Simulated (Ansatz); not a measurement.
The parent structure is MoTe$_{2}$ (space group P6_3/mmc, No. 194; layered, stacked along the Cartesian z axis).

```yaml
crystal:
  lattice:
    - [3.49664, 0.00000, 0.00000]
    - [-1.74832, 3.02818, 0.00000]
    - [0.00000, 0.00000, 13.69594]
  atoms:
    - { symbol: Te, position: [0.66667, 0.33333, 0.38268] }
    - { symbol: Te, position: [0.33333, 0.66667, 0.88268] }
    - { symbol: Te, position: [0.33333, 0.66667, 0.61732] }
    - { symbol: Te, position: [0.66667, 0.33333, 0.11732] }
    - { symbol: Mo, position: [0.66667, 0.33333, 0.75000] }
    - { symbol: Mo, position: [0.33333, 0.66667, 0.25000] }
```

Cartesian axes are those of the cell as printed.

Method: PBE-D3(BJ) (Ansatz, an electronic-structure program, PAW, without spin-orbit coupling).

For the base:

| Item | Value |
|---|---|
| Valence-band top at Γ | 0.00, -0.18, -1.01 eV |

Modification: the cell is stretched by 1.20 % along z with no lateral relaxation; the atoms relax in the strained cell.

Predict the new valence-band top at Γ and energy relative to the base.

The valence-band top at Γ (three highest levels, from the VBM) becomes 0.00, -0.27, -0.94 eV (base: 0.00, -0.18, -1.01 eV); the energy rises by 0.7 meV/atom.

Spin-orbit coupling, missing from the scalar runs, can matter with Te. The levels and masses belong to the bands next to the band gap. No phonon test of stability was made. The program warned that a D3 coordination switch lies within reach, so dispersion energies are less smooth here.
